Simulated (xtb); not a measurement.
xtb 6.7.1, GFN2-xTB: C[OH+]CC(C)O, charge +1, multiplicity 1, 17 atoms. The geometry is a generated start, not checked to be a minimum at this level.

```json
{
  "run_flags": "--grad",
  "method": "GFN2-xTB",
  "--acc": "1 (default)",
  "--etemp (K)": "300 (default)",
  "basis_functions": "35",
  "valence_electrons": "38"
}
```

```xyz
17

C      2.4011    -0.2692     0.2927
O      1.1193    -0.3823     0.9509
C      0.1439     0.6264     0.5998
C     -0.7076     0.0327    -0.5584
C     -2.1411     0.5217    -0.5217
O     -0.5943    -1.3825    -0.4092
H      2.3043    -0.2585    -0.7926
H      2.9963    -1.1263     0.6018
H      2.8870     0.6431     0.6361
H      0.5998    -1.2073     0.5381
H     -0.4684     0.7819     1.4927
H      0.6314     1.5607     0.3280
H     -0.2466     0.2739    -1.5224
H     -2.7042     0.1045    -1.3525
H     -2.6230     0.2348     0.4117
H     -2.1694     1.6041    -0.6048
H     -1.4283    -1.7575    -0.0902
```

Charge 1 and multiplicity 1 are set for this test and not shown to be the ground state.

One run each on 1 thread. Values of broydamp tried: 0.02, 0.05, 0.1, 0.2, 0.4 (default), 0.6, 0.8, 1.

Predict the course of the SCC iterations along this series.

Fewest SCC iterations, within one of each other: 0.4 (default) with 10, 0.6 with 10, 0.8 with 10, 1 with 10. The count rises to 15 at 0.02. All converge to one solution.

```tsv
broydamp	SCC iterations	end
0.02	15	same solution
0.05	14	same solution
0.1	13	same solution
0.2	12	same solution
0.4 (default)	10	same solution
0.6	10	same solution
0.8	10	same solution
1	10	same solution
```
